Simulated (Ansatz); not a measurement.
## ZnF2: isotropic strain +3.00 %

The reference is ZnF$_{2}$ in the rutile structure (space group P4_2/mnm, No. 136; a = 4.717 Å, c = 3.129 Å).

Perturbation: an isotropic linear strain of +3.00 %, atoms relaxed at fixed cell.

The values are results of plane-wave PAW DFT at the PBEsol level (Ansatz, a first-principles code, 420 eV), scalar-relativistic without spin-orbit coupling, not measurements. Γ-centred 7×7×11 mesh, Fermi–Dirac width 0.05 eV.

```csv
quantity,base,changed,shift
volume per atom,11.60 Å³,12.68 Å³,+1.08 Å³
space group,P4_2/mnm (No. 136),P4_2/mnm (No. 136),–
shortest interatomic distance,2.027 Å,2.082 Å,+0.055 Å
energy relative to the base (free energy F),0 meV/atom,+29 meV/atom,+29 meV/atom
"pressure (mean of the normal stresses, compression positive)",0.00 GPa,-7.97 GPa,-7.97 GPa
band gap,3.45 eV,3.33 eV,-0.127 eV
gap character,direct at Γ,"indirect, R → Γ",–
smallest direct gap,3.45 eV,3.42 eV,-0.03 eV
width of the top valence band,1.21 eV,0.99 eV,-0.212 eV
electron mass,"0.40 mₑ along c, 0.44 mₑ across (at Γ)","0.39 mₑ along c, 0.45 mₑ across (at Γ)",–
```

Effective masses come from finite differences of ±0.01 Å⁻¹. No phonon test of stability was made.
